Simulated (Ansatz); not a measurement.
**Al3BC, pressure series**

The reference is Al3BC (space group P6_3/mmc, No. 194; a cell from a computed database, its experimental status unchecked).

```
Al3BC
1.0
    3.48510     0.00000     0.00000
   -1.74255     3.01818     0.00000
    0.00000     0.00000    11.49918
Al B C
6 2 2
Direct
  0.66667   0.33333   0.92426
  0.33333   0.66667   0.07574
  0.33333   0.66667   0.42426
  0.66667   0.33333   0.57574
  0.00000   0.00000   0.75000
  0.00000   0.00000   0.25000
  0.00000   0.00000   0.00000
  0.00000   0.00000   0.50000
  0.33333   0.66667   0.25000
  0.66667   0.33333   0.75000
```

Cell and atoms are relaxed at each pressure.

Method: PBEsol (Ansatz, an electronic-structure program, PAW, no spin-orbit coupling).

Notes on the quantities. enthalpy: H = E + PV relative to the base's energy.

```tsv
change	enthalpy	volume per atom
base	–	12.10 Å³
pressure −2 GPa	-0.15 eV/atom	12.26 Å³
pressure −1 GPa	-0.08 eV/atom	12.18 Å³
pressure 0.3 GPa	+0.02 eV/atom	12.07 Å³
pressure 0.7 GPa	+0.05 eV/atom	12.04 Å³
pressure 1.5 GPa	+0.11 eV/atom	11.98 Å³
pressure 3 GPa	+0.22 eV/atom	11.86 Å³
pressure 5 GPa	+0.37 eV/atom	11.72 Å³
pressure 7.5 GPa	+0.55 eV/atom	11.55 Å³
pressure 10 GPa	+0.73 eV/atom	11.39 Å³
```

Load acts through the strain it causes; cell and atoms are relaxed under it. Whether these cells are dynamically stable was not tested. No other phases were tried under pressure.
